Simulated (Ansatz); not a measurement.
Results of PBEsol (Ansatz, an electronic-structure program, plane waves, PAW) for AlPd (P2₁3, No. 198, 8 atoms in the cell; start mp-7189).

Numerical settings: plane-wave cutoff 520 eV, 12×12×12 k mesh, Fermi–Dirac smearing 0.05 eV, scalar-relativistic PAW data made under PBE.

Cell (relaxed at this level):

```cif
data_Al4Pd4
_chemical_formula_sum 'Al4 Pd4'
_space_group_name_H-M_alt 'P 1'
_space_group_IT_number 1
_cell_length_a 4.85028
_cell_length_b 4.85028
_cell_length_c 4.85028
_cell_angle_alpha 90.000
_cell_angle_beta 90.000
_cell_angle_gamma 90.000
loop_
_space_group_symop_operation_xyz
  'x, y, z'
loop_
_atom_site_label
_atom_site_type_symbol
_atom_site_fract_x
_atom_site_fract_y
_atom_site_fract_z
_atom_site_occupancy
Al1 Al 0.84433 0.84433 0.84433 1
Al2 Al 0.65567 0.15567 0.34433 1
Al3 Al 0.34433 0.65567 0.15567 1
Al4 Al 0.15567 0.34433 0.65567 1
Pd1 Pd 0.14743 0.14743 0.14743 1
Pd2 Pd 0.35257 0.85257 0.64743 1
Pd3 Pd 0.64743 0.35257 0.85257 1
Pd4 Pd 0.85257 0.64743 0.35257 1
```

Problem. Give the computed bulk modulus.

Solution. 
- bulk modulus = 166 GPa

The run finds no gap.

Note: the bulk modulus is −V dP/dV from two relaxed cells at ±2 % in volume; the relaxation could not lower the start's symmetry, so the cell can be a saddle point above a distorted one.

The computed numbers hold no vibrational or temperature effects.

A start named mp-… is a Materials Project structure, which need not be a measured phase.
